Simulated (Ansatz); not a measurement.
The starting structures come from a database of crystals and need not be the phases stable at ambient conditions.

Given:

```xyz
20
Lattice="6.1425 0.0000 0.0000 0.0000 11.5301 0.0000 0.0000 -3.0186 5.0688" Properties=species:S:1:pos:R:3 pbc="T T T"
Al     0.0000     0.0000     0.0000
Al     3.0713    -1.5093     2.5344
Al     3.0713     5.7651     0.0000
Al     0.0000     4.2557     2.5344
Si     2.6827     2.1290     1.2653
Si     3.4598     6.3825     3.8035
Si     5.7540     7.8918     1.2691
Si     0.3885     0.6197     3.7997
P      2.5424     0.9588     3.2303
P      3.6001     7.5527     1.8385
P      5.6136     6.0434     4.3729
P      0.5289     2.4681     0.6959
P      2.4111     4.4199     3.3901
P      3.7315     4.0916     1.6787
P      5.4823     2.5823     4.2132
P      0.6602     5.9292     0.8557
P      0.6602     9.1903     2.7977
P      5.4823    -0.6788     2.2711
P      3.7315    -2.1881     4.8055
P      2.4111    10.6996     0.2633
```

Space group of this cell: Pnma. The cell is taken as given; by PBEsol its mean pressure is -2.3 GPa.

Transport runs along the normal of the first two printed cell vectors.

The gap is the functional's own. No spin-orbit coupling. Mid-gap values are interpolated on the energy grid.

State the band gap and the smallest decay constant κ at mid-gap according to PBEsol in Ansatz (a program for electronic structure).

Gap 0.21 eV on a 6×6×6 mesh; κ = 0.071 1/Å, at (0.500, 0.500) of the in-plane reciprocal vectors. At the zone centre, at the nearest computed energy, the slowest state has κ = 0.14 1/Å.
